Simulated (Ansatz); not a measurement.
CuCl, carrier doping

Start from CuCl in the zinc blende structure (space group F-43m, No. 216; a = 5.424 Å).

Carriers are added at fixed cell with a uniform background; the Fermi–Dirac width is that of 300 K.

Levels (all Ansatz, a program for electronic structure, PAW): PBE (420 eV, no spin-orbit coupling); PBEsol (420 eV, scalar-relativistic without spin-orbit coupling).

The base cell above is that of PBE; each level relaxes its own structures.

```tsv
case	gap between the host's bands, PBE	gap between the host's bands, PBEsol
electrons 5.0×10^20 cm⁻³	0.51 eV	0.54 eV
electrons 2.0×10^21 cm⁻³	0.47 eV	0.51 eV
electrons 5.0×10^21 cm⁻³	0.40 eV	0.46 eV
electrons 7.0×10^21 cm⁻³	0.36 eV	0.43 eV
holes 5.0×10^20 cm⁻³	0.57 eV	0.59 eV
holes 2.0×10^21 cm⁻³	0.71 eV	0.71 eV
holes 5.0×10^21 cm⁻³	0.97 eV	0.94 eV
holes 7.0×10^21 cm⁻³	1.15 eV	1.09 eV
```

The two levels differ by at most about 0.07 eV. They put the cases in the same order.

Charged cell with a jellium background: band edges are those of the host's band count, energies are not comparable with the neutral cell, and many-body gap narrowing is missing. Whether these cells are dynamically stable was not tested. No Hubbard U is applied. All final runs are without spin polarisation.
